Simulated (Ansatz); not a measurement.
TiPt3: biaxial strain −1.00 %, plane normal [111], relaxed out of plane

The reference is TiPt$_{3}$ in the Cu3Au type structure (space group Pm-3m, No. 221; a = 3.900 Å; relaxed with 0.1 eV smearing). Axes: x, y, z lie along the cube axes.

Now apply this change: biaxial strain −1.00 %, plane normal [111], relaxed out of plane (Cartesian); in-plane vectors clamped, the third vector and the atoms free.

Calculations: PBEsol, PAW, 420 eV (Ansatz, a first-principles code; spin-orbit coupling left out). Settings: 15×15×15 k-points, 0.1 eV Fermi–Dirac smearing.

* **Volume per atom**: 14.63 Å³ (base 14.83 Å³)
* **Shortest interatomic distance**: 5.159 bohr (base 5.211 bohr)
* **Energy relative to the base (free energy F)**: +5.0 meV/atom
* **Band gap**: zero (base zero)
* **Out-of-plane strain**: +0.70 %
* **Ratio −ε⊥/ε∥**: 0.70
* **Mean in-plane stress (compression positive)**: +5.5 GPa

Stability against distortions was not tested. All final runs are without spin polarisation.
